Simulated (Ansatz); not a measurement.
We consider WRu (model structure, Cmcm, No. 63, 4 atoms in the cell), described by r²SCAN in Ansatz (plane waves, PAW).

Numerical settings: plane-wave cutoff 560 eV, 18×18×14 k mesh (along the axes of the cell as run), Fermi–Dirac smearing 0.05 eV, no spin polarisation, scalar-relativistic PAW data made under PBE.

Cell (relaxed at this level):

```
CELL_PARAMETERS angstrom
      1.40341    -4.88680     0.00000
      1.40341     4.88680     0.00000
      0.00000     0.00000     4.38845
ATOMIC_POSITIONS crystal
  W  0.65849 0.34151 0.25000
  Ru 0.91253 0.08747 0.25000
  W  0.34151 0.65849 0.75000
  Ru 0.08747 0.91253 0.75000
```

**Question.** What does this level give for the bulk modulus?

**Answer.** 
bulk modulus: 300 GPa

Note: the run has no spin polarisation, so it can have missed a magnetic state; the bulk modulus is −V dP/dV from two relaxed cells at ±2 % in volume; the relaxation could raise the start's symmetry but not lower it, so the cell can be a saddle point.

Spin–orbit coupling is not included.

The result took about 40 core-minutes (a rough figure).

A model structure was made by putting elements into a prototype or built by hand; it is no filed structure, need not be a known phase, and can be a saddle point held by its symmetry.

Ansatz is an electronic-structure program.
